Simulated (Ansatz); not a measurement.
Start from ZnAu in the CsCl type structure (space group Pm-3m, No. 221; a = 3.1286 Å; relaxed with 0.1 eV smearing).

Method: PBEsol in Ansatz (plane waves to 420 eV, PAW, without spin-orbit coupling).

For the base:

The pressure comes out as 0.0 GPa.

Modification: the cell is scaled by 0.9800 in all directions; the atoms relax in the strained cell.

Q: How does this affect the energy relative to the base and pressure?

A: The energy goes up by 27 meV/atom; the pressure goes from zero to 10.2 GPa.

Stability against distortions was not tested.

Ansatz is an electronic-structure program.
